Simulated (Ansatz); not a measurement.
Take BAs in the zinc blende structure (space group F-43m, No. 216; a = 4.783 Å) as the base. Axes: x, y, z lie along the cube axes.

Calculations: Ansatz (a first-principles code) r2SCAN, scalar-relativistic without spin-orbit coupling, earlier PAW set.

Base values:

| Property | Result |
|---|---|
| Pressure | 0.0 kbar |
| Volume per atom | 13.67 Å³ |
| Band gap | 1.38 eV |

Now apply this change: tensile biaxial strain of 2.68 % in the plane normal to [111], as in epitaxy on a mismatched substrate; the out-of-plane cell vector and the atoms relax.

Estimate the effect on the pressure, volume per atom and band gap.

The pressure (mean of the normal stresses, compression positive) goes from zero to -59.9 kbar; the volume per atom rises by 0.67 Å³ (13.67 Å³ → 14.34 Å³); the band gap decreases by 0.11 eV to 1.27 eV.

Whether these cells are dynamically stable was not tested.
